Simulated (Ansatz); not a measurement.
A self-consistent single point of Ti₇P₄ (C2/m, 22 atoms in the cell) with Ansatz (a program for electronic structure).

Level of theory: PBEsol, default PAW files made with PBE (plane waves; Ansatz).

```xyz
22
Lattice="7.3038 -1.6991 0.0000 7.3038 1.6991 0.0000 -3.4842 0.0000 13.1666" Properties=species:S:1:pos:R:3 pbc="T T T"
Ti    -1.7421     0.0000     6.5833
Ti     7.3038     0.0000     0.0000
Ti     6.0046     0.0000     8.8157
Ti     5.1188     0.0000     4.3509
Ti    11.0692     0.0000     2.5334
Ti     0.0543     0.0000    10.6332
Ti     9.1487     0.0000     9.2956
Ti     1.9747     0.0000     3.8710
Ti     8.0124     0.0000     6.1683
Ti     3.1110     0.0000     6.9983
Ti    11.6339     0.0000    11.0217
Ti    -0.5105     0.0000     2.1448
Ti     8.6515     0.0000    12.6179
Ti     2.4719     0.0000     0.5487
P     10.6397     0.0000     5.1380
P      0.4838     0.0000     8.0286
P      6.0378     0.0000    11.7953
P      5.0856     0.0000     1.3713
P      8.6601     0.0000     2.0711
P      2.4633     0.0000    11.0955
P     11.4430     0.0000     8.5613
P     -0.3196     0.0000     4.6053
```

Reference input (self-consistent single point, DFT, PBEsol, plane waves, default PAW files made with PBE): basis.ecutwfc = 420 eV; kpoints.mp_grid.grid = 6 6 2; hamiltonian.xc = pbesol; hamiltonian.pseudopotentials = {kind: paw} (the program's default PAW files); scf.occupations.method = cold; scf.occupations.width = 0.1 eV. This run's input differs from it in these lines:

Ansatz 0.2 input:
```diff
@@ -31,3 +31,3 @@
 kpoints:
-  mp_grid: { grid: [6, 6, 2] }
+  mp_grid: { grid: [6, 6, 2], shift: [0.5, 0.5, 0.5] }
 hamiltonian:
```

Log, with long lists cut:

```
SCF iter   1: F=—  HF=-40581.926525 eV  |F-HF|=—  |Δ(HF+E_count)|=         —  Δρ=8.18e-3  dr2=2.08e-1  ethr=1.77e-3  ⟨swp⟩=6.8  Hψ=11093  notcnv=0
all-band conjugate gradients solve this SCF's bands
preconditioner: auto → Kerker (q_TF=auto, 2.530 Å⁻¹)
SCF iter   2: F=—  HF=-40581.880433 eV  |F-HF|=—  |Δ(HF+E_count)|=   4.61e-2  S|Δr|=    0.00e0  Δρ=3.93e-3  dr2=6.13e-2  ethr=1.00e-4  ⟨swp⟩=2.0  Hψ=3575  notcnv=0  defer=288
   [... lines left out ...]
SCF iter   6: F=—  HF=-40581.866169 eV  |F-HF|=—  |Δ(HF+E_count)|=   1.57e-4  S|Δr|=    0.00e0  Δρ=2.57e-5  dr2=3.24e-6  ethr=1.78e-8  ⟨swp⟩=2.0  Hψ=3211  notcnv=0  defer=288
SCF iter   7: F=—  HF=-40581.866168 eV  |F-HF|=—  |Δ(HF+E_count)|=   4.66e-7  S|Δr|=    0.00e0  Δρ=7.56e-6  dr2=3.92e-7  ethr=1.56e-9  ⟨swp⟩=2.0  Hψ=3197  notcnv=0  defer=288
SCF iter   8: F=-40581.866168 eV  HF=-40581.866168 eV  |F-HF|=2.02e-8  |Δ(HF+E_count)|=   3.69e-8  S|Δr|=    0.00e0  Δρ=2.01e-6  dr2=2.89e-8  ethr=4.81e-11  ⟨swp⟩=11.8  Hψ=10959  notcnv=0
SCF 1 converged in 8 iterations: F = -40581.866168 eV  dr2 = 2.89e-8
Stability not checked (fill_not_monotonic)
Free energy (F): -40581.866168 eV
Internal energy: -40581.879094 eV  (E = F + TS)
E sigma→0 (E₀):  -40581.870477 eV
Entropy (-TS):   0.012926 eV (0.588 meV/atom)
Fermi energy:    13.719395 eV
--- Forces (eV/Å), atoms counted from 1 ---
  atom   1  Ti    -0.00000000     0.00000000    -0.00000000
  atom   2  Ti     0.00000000     0.00000000     0.00000000
  atom   3  Ti    -0.01517063    -0.00000000     0.01432239
  atom   4  Ti     0.01517063     0.00000000    -0.01432239
   [... lines left out ...]
  atom  22  P     -0.01972090     0.00000000     0.04052228
--- Stress (GPa, compression-positive) ---
       -4.082371       0.000000       0.308901
        0.000000      -4.979733       0.000000
        0.308901       0.000000      -4.202640
  P = ⅓ Tr σ = -4.4216 GPa (-44.216 kbar)
  The stress holds the Pulay correction. Without it, at fixed plane waves, as pw.x and ABINIT print it: P = -4.4454 GPa
```

The run converged in 8 iterations. Against the reference run the free energy hardly moves (within 1 meV/atom), the pressure stays at -4.42 GPa and the largest force goes from 0.108 to 0.097 eV/Å.

The starting cell comes from a database of computed structures (which also holds hypothetical and non-ambient phases and stackings), without a prior relaxation at this level. Spin polarisation is off, so a magnetic state, if there is one, cannot be reached. Ansatz's pressure includes its estimate of the finite-basis (Pulay) stress.
